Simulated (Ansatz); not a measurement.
**Pressure series in YN**

Start from YN in the rock salt structure (space group Fm-3m, No. 225).

```yaml
crystal:
  lattice:
    - [0.00000, 2.40990, 2.40990]
    - [2.40990, 0.00000, 2.40990]
    - [2.40990, 2.40990, 0.00000]
  atoms:
    - { symbol: Y, position: [0.00000, 0.00000, 0.00000] }
    - { symbol: N, position: [0.50000, 0.50000, 0.50000] }
```

Cell and atoms are relaxed at each pressure.

The values are results of DFT with LDA, PAW potentials and a 420 eV plane-wave cutoff in Ansatz (a first-principles code), spin-orbit coupling left out, not measurements.

Notes on the quantities. enthalpy: H = E + PV relative to the base's energy.

```tsv
change	lattice parameter a	enthalpy
base	9.108 bohr	–
pressure −2 GPa	___	-0.18 eV/atom
pressure −1 GPa	___	-0.09 eV/atom
pressure 0.9 GPa	9.093 bohr	+0.08 eV/atom
pressure 2.1 GPa	___	+0.18 eV/atom
pressure 4.5 GPa	9.037 bohr	+0.39 eV/atom
pressure 9 GPa	8.973 bohr	+0.77 eV/atom
pressure 15 GPa	___	+1.26 eV/atom
pressure 22.5 GPa	8.809 bohr	+1.86 eV/atom
pressure 30 GPa	8.732 bohr	+2.45 eV/atom
```

Question: Complete the table.

Answer: 
- pressure −2 GPa, lattice parameter a: 9.142 bohr
- pressure −1 GPa, lattice parameter a: 9.125 bohr
- pressure 2.1 GPa, lattice parameter a: 9.074 bohr
- pressure 15 GPa, lattice parameter a: 8.895 bohr

The mesh was chosen for an insulator and is coarse for the gapless case. Load acts through the strain it causes; cell and atoms are relaxed under it. Stability against distortions was not tested. Competing high-pressure phases were not computed. All final runs are without spin polarisation.
